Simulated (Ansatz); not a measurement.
## How far PBE and PBEsol part for Cu3Au

Start from Cu$_{3}$Au in the Cu3Au type structure (space group Pm-3m, No. 221; a = 3.7805 Å).

(Cell as relaxed with PBE.)

Levels (all Ansatz, a first-principles code, PAW): PBE (420 eV, spin-orbit coupling left out); PBEsol (420 eV, spin-orbit coupling left out).

Each level relaxes its own structure.

```json
[
 {"quantity": "volume per atom", "PBE": "13.51 Å³", "PBEsol": "___"},
 {"quantity": "lattice parameter a", "PBE": "3.781 Å", "PBEsol": "___"},
 {"quantity": "band gap", "PBE": "zero", "PBEsol": "___"}
]
```

Q: Given the PBE results, estimate those of PBEsol.

A: 
- volume per atom, PBEsol: 12.80 Å³
- lattice parameter a, PBEsol: 3.713 Å
- band gap, PBEsol: zero

PBE's volume per atom lies 0.71 Å³ above PBEsol's (5.5 %); PBE's lattice parameter a lies 0.0670 Å above PBEsol's (1.8 %); the two agree on the band gap. Neither level is exact; PBEsol is the comparison here, not a measurement.

Whether these cells are dynamically stable was not tested. All final runs are without spin polarisation.
